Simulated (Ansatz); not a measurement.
## Effect of uniaxial strain ε_zz = −1.50 % on InSb

The reference is InSb in the zinc blende structure (space group F-43m, No. 216; a = 6.450 Å). Axes: x, y, z lie along the cube axes.

Now apply this change: uniaxial strain ε_zz = −1.50 %, all other strain components held at zero; the atoms relax in the strained cell.

Level of theory: Ansatz (an electronic-structure program) LDA, no spin-orbit coupling. k-mesh 13×13×13 (Γ-centred); smearing 0.05 eV (Fermi–Dirac).

| quantity | base | changed | shift |
|---|---|---|---|
| volume per atom | 33.54 Å³ | 33.03 Å³ | -0.503 Å³ |
| space group | F-43m (No. 216) | I-4m2 (No. 119) | – |
| energy relative to the base (free energy F) | 0 meV/atom | +1.6 meV/atom | +1.6 meV/atom |
| pressure (mean of the normal stresses, compression positive) | 0.0 GPa | 0.7 GPa | +0.7 GPa |
| band gap (uncertain: the Fermi level lies in a band; the changed cell) | zero | 0.06 eV | – |
| stress (xx, yy, zz, yz, xz, xy; compression positive) (rough) | – | (0.6, 0.6, 1.0, 0.0, 0.0, 0.0) GPa | – |

Without a gap, meshes like the base's 13×13×13 leave anisotropic stresses uncertain by several tenths of a GPa, and small strain energies with them. Spin-orbit coupling, missing from the scalar runs, can matter with Sb. Whether these cells are dynamically stable was not tested. The final runs are not spin-polarised. The zero or small gap of InSb can change with the level of theory.
